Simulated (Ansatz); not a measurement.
Take Pt in the hcp (Mg type) structure (space group P6_3/mmc, No. 194; a = 2.729 Å, c = 4.694 Å; a cell from a computed database, its experimental status unchecked) as the base.

Perturbation: a negative pressure, −1 GPa.

Levels (all Ansatz, a first-principles code, PAW): PBEsol (420 eV, without spin-orbit coupling); PBEsol+SOC (420 eV, spin-orbit coupling included).

The geometry is relaxed with PBEsol.

```
Quantity           Result
---------------  --------
PBEsol pressure  -1.0 GPa
```

Problem. How does going to PBEsol+SOC change the pressure?

Solution. The pressure increases by 0.4 GPa to -0.6 GPa.

Single points use the geometry relaxed with PBEsol. The spin-orbit shifts are approximate. Load acts through the strain it causes; cell and atoms are relaxed under it. No phonon test of stability was made. The runs without spin-orbit coupling are not spin-polarised. Pt has a high density of states at the Fermi level and may be magnetic at this level. This is not the structure that Pt has at room temperature and ambient pressure.
